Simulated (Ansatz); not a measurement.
System: zinc-blende BaTe (model structure). Method: PBEsol in Ansatz (plane waves, PAW).

Settings: plane-wave cutoff 500 eV, 10×10×10 k mesh, Fermi–Dirac smearing 0.05 eV, scalar-relativistic PAW data made under PBE.

Cell (relaxed at this level):

```xyz
2
Lattice="0.0000 3.8529 3.8529 3.8529 0.0000 3.8529 3.8529 3.8529 0.0000" Properties=species:S:1:pos:R:3 pbc="T T T"
Ba     0.0000     0.0000     0.0000
Te     1.9264     1.9264     1.9264
```

Q: What does this level give for the band gap?

A: 
- band gap = 2.50 eV (on the SCF k mesh)

Note: the relaxation could raise the start's symmetry but not lower it, so the cell can be a saddle point.

Spin–orbit coupling is not included; with these elements it can move the gap by several tenths of an eV or more.

Computed values are for the static lattice.

Computing time: about 50 core-seconds (a rough figure).

A model structure was made by putting elements into a prototype or built by hand; it is no filed structure, need not be a known phase, and can be a saddle point held by its symmetry.

Ansatz is a first-principles code.
